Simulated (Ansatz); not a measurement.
Reference: GaAs (F-43m), r2SCAN with spin-orbit coupling, rigid bands (plane waves, PAW; Ansatz, a first-principles code); axes and stresses refer to this cell.

```xyz
2
Lattice="0.0000 2.8293 2.8293 2.8293 0.0000 2.8293 2.8293 2.8293 0.0000" Properties=species:S:1:pos:R:3 pbc="T T T"
Ga     0.0000     0.0000     0.0000
As     1.4147     1.4147     1.4147
```

The electron conductivity mass is 0.059 mₑ. The band gap is 0.89 eV and the Seebeck coefficient, n-type 1e19 cm⁻³ is -46 μV/K.

Question: After one change the values are electron conductivity mass 0.29 mₑ; band gap 0.39 eV; Seebeck coefficient, n-type 1e19 cm⁻³ -220 μV/K. Which change was made?
(A) uniaxial stress along [001] of 6 GPa (compression positive)
(B) uniaxial stress along [110] of 1.2 GPa (compression positive)
(C) uniaxial stress along [110] of -8.4 GPa (compression positive)

Answer: A, uniaxial stress along [001] of 6 GPa (compression positive)

Masses are for dilute carriers at 300 K, harmonic means over directions unless an axis is named. Seebeck coefficients are for the stated density at 300 K, with one relaxation time for all states and whether or not that doping can be reached. Stresses and pressures are the targets of the relaxation.  The structure type is held under load, also where the real crystal would transform.
